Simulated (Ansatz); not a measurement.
## A computed series for Ga2O3: pressure series

Start from Ga$_{2}$O$_{3}$ in the corundum structure (space group R-3c, No. 167; a = 5.058 Å, c = 13.623 Å (hexagonal axes)).

Cell and atoms are relaxed at each pressure.

The values are results of PBE (Ansatz, a program for electronic structure, PAW, no spin-orbit coupling), not measurements.

Notes on the quantities. enthalpy: H = E + PV relative to the base's energy.

```json
[
 {"change": "base", "electron mass": "0.21 mₑ (at Γ)", "enthalpy": "–", "c/a ratio": "2.694", "smallest direct gap": "2.63 eV", "shortest interatomic distance": "1.952 Å"},
 {"change": "pressure −2 GPa", "electron mass": "0.20 mₑ (at Γ)", "enthalpy": "-0.13 eV/atom", "c/a ratio": "2.696", "smallest direct gap": "2.52 eV", "shortest interatomic distance": "1.958 Å"},
 {"change": "pressure −1 GPa", "electron mass": "0.21 mₑ (at Γ)", "enthalpy": "-0.06 eV/atom", "c/a ratio": "2.695", "smallest direct gap": "2.58 eV", "shortest interatomic distance": "1.955 Å"},
 {"change": "pressure 0.9 GPa", "electron mass": "0.21 mₑ (at Γ)", "enthalpy": "+0.06 eV/atom", "c/a ratio": "2.692", "smallest direct gap": "2.68 eV", "shortest interatomic distance": "1.949 Å"},
 {"change": "pressure 2.1 GPa", "electron mass": "0.21 mₑ (at Γ)", "enthalpy": "+0.13 eV/atom", "c/a ratio": "2.691", "smallest direct gap": "2.74 eV", "shortest interatomic distance": "1.945 Å"},
 {"change": "pressure 4.5 GPa", "electron mass": "0.22 mₑ (at Γ)", "enthalpy": "+0.28 eV/atom", "c/a ratio": "2.687", "smallest direct gap": "2.87 eV", "shortest interatomic distance": "1.938 Å"},
 {"change": "pressure 9 GPa", "electron mass": "0.23 mₑ (at Γ)", "enthalpy": "+0.55 eV/atom", "c/a ratio": "2.681", "smallest direct gap": "3.09 eV", "shortest interatomic distance": "1.926 Å"},
 {"change": "pressure 15 GPa", "electron mass": "0.24 mₑ (at Γ)", "enthalpy": "+0.91 eV/atom", "c/a ratio": "2.672", "smallest direct gap": "3.36 eV", "shortest interatomic distance": "1.911 Å"},
 {"change": "pressure 22.5 GPa", "electron mass": "0.26 mₑ (at Γ)", "enthalpy": "+1.35 eV/atom", "c/a ratio": "2.662", "smallest direct gap": "3.66 eV", "shortest interatomic distance": "1.894 Å"},
 {"change": "pressure 30 GPa", "electron mass": "–", "enthalpy": "+1.77 eV/atom", "c/a ratio": "2.651", "smallest direct gap": "3.92 eV", "shortest interatomic distance": "1.879 Å"}
]
```

Load acts through the strain it causes; cell and atoms are relaxed under it. Effective masses come from finite differences of ±0.01 Å⁻¹. Stability against distortions was not tested. Competing high-pressure phases were not computed.
